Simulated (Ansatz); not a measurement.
Input and output of a relaxation of the atoms for K₃Pd (P4mm, 4 atoms in the cell) (Ansatz, an electronic-structure program).

Method: LDA (PW92), default PAW files made with PBE (plane waves; Ansatz).

The change in words: one atom moved by 0.15 angstrom; relax: default → atoms; relax.f_tol: default → 0.01 eV/Å. Reference geometry:
```yaml
crystal:
  lattice:
    - [5.41779, 0.00000, 0.00000]
    - [0.00000, 5.41779, 0.00000]
    - [0.00000, 0.00000, 5.41779]
  atoms:
    - { symbol: K, position: [0.50000, 0.50000, 0.00000] }
    - { symbol: K, position: [0.00000, 0.50000, 0.50000] }
    - { symbol: K, position: [0.50000, 0.00000, 0.50000] }
    - { symbol: Pd, position: [0.00000, 0.00000, 0.00000] }
```

Reference input (self-consistent single point, DFT, LDA (PW92), plane waves, default PAW files made with PBE): basis.ecutwfc = 420 eV; kpoints.mp_grid.grid = 6 6 6; hamiltonian.xc = lda; hamiltonian.pseudopotentials = {kind: paw} (the program's default PAW files); scf.occupations.method = fermi_dirac; scf.occupations.width = 0.1 eV. This run's input differs from it in these lines:

```diff
@@ -6,3 +6,3 @@
   atoms:
-    - { symbol: K, position: [0.500000, 0.500000, 0.000000] }
+    - { symbol: K, position: [0.500000, 0.500000, 0.027687] }
     - { symbol: K, position: [0.000000, 0.500000, 0.500000] }
@@ -23,2 +23,4 @@
     width: 0.1
+relax:
+  f_tol: 0.01
 output:
```

The program printed (abridged):

```
   [... SCF lines of the steps left out ...]
relax step   1: F+E_penalty+E_count = -11332.15911862 eV  Δ(F+E_penalty+E_count) = +0.000e0 eV  max|allowed force component| = 2.420e-1 eV/Å  Δτ_max = 0.0000 Å  (6 SCF iters, dr2 threshold 2.50e-6 eV, accepted)
relax step   2: F+E_penalty+E_count = -11332.17340223 eV  Δ(F+E_penalty+E_count) = -1.428e-2 eV  max|allowed force component| = 1.117e-1 eV/Å  Δτ_max = 0.0613 Å  (6 SCF iters, dr2 threshold 3.66e-6 eV, accepted)
   [... lines left out ...]
relax step  11: F+E_penalty+E_count = -11332.19030514 eV  Δ(F+E_penalty+E_count) = -1.210e-6 eV  max|allowed force component| = 8.975e-2 eV/Å  Δτ_max = 0.0000 Å  (9 SCF iters, accepted)
relax step  12: F+E_penalty+E_count = -11332.18949161 eV  Δ(F+E_penalty+E_count) = +8.135e-4 eV  max|allowed force component| = 5.750e-2 eV/Å  Δτ_max = 0.0883 Å  (7 SCF iters, dr2 threshold 8.05e-6 eV, rejected (line search))
relax step  13: F+E_penalty+E_count = -11332.19333486 eV  Δ(F+E_penalty+E_count) = -3.030e-3 eV  max|allowed force component| = 5.995e-3 eV/Å  Δτ_max = 0.0338 Å  (9 SCF iters, accepted)
the relaxation is at rest under the 8 symmetry operations that the run kept from its start: a minimum is not shown …
Free energy (F): -11332.193335 eV
Internal energy: -11332.120577 eV  (E = F + TS)
E sigma→0 (E₀):  -11332.156956 eV
Entropy (-TS):   -0.072758 eV (-18.189 meV/atom)
Fermi energy:    4.520643 eV
--- Forces (eV/Å), atoms counted from 1 ---
  atom   1  K      0.00000000     0.00000000     0.00601883
  atom   2  K      0.00000000     0.00000000    -0.00505080
  atom   3  K      0.00000000     0.00000000    -0.00505080
  atom   4  Pd    -0.00000000     0.00000000     0.00417975
--- Stress (GPa, compression-positive) ---
       -1.385543       0.000000       0.000000
   [... lines left out ...]
  F+E_penalty+E_count = -11332.19333486 eV   max|allowed force component| = 5.995e-3 eV/Å
  atoms:
    - { symbol: K, position: [0.5, 0.5, -0.006311475981666057] }
    - { symbol: K, position: [4.2855824691164046e-35, 0.5, 0.47397089911467394] }
    - { symbol: K, position: [0.5, 0.0, 0.47397089911467394] }
    - { symbol: Pd, position: [-5.080558885015681e-35, 0.0, 0.08605667775231822] }
```

The run converged. 

Summary of the result:
* **Free energy E − TS (on the zero of these files)**: -11332.1933 eV
* **Fermi level (on the code's own zero)**: 4.52 eV
* **Pressure**: -1.21 GPa
* **Largest force (vector length)**: 0.006 eV/Å
* **Relaxation steps**: 13

The starting cell comes from a database of computed structures (which also holds hypothetical and non-ambient phases and stackings), without a prior relaxation at this level. Its lattice was rescaled by up to half a per cent. For this run, on top of that: one atom moved by 0.15 angstrom. Spin polarisation is off. The relaxation keeps the symmetry of its start, so its end need not be a minimum. Ansatz's pressure includes its estimate of the finite-basis (Pulay) stress.

Cost on one core of a shared machine: roughly 4 min.

Keys are those of Ansatz 0.2.
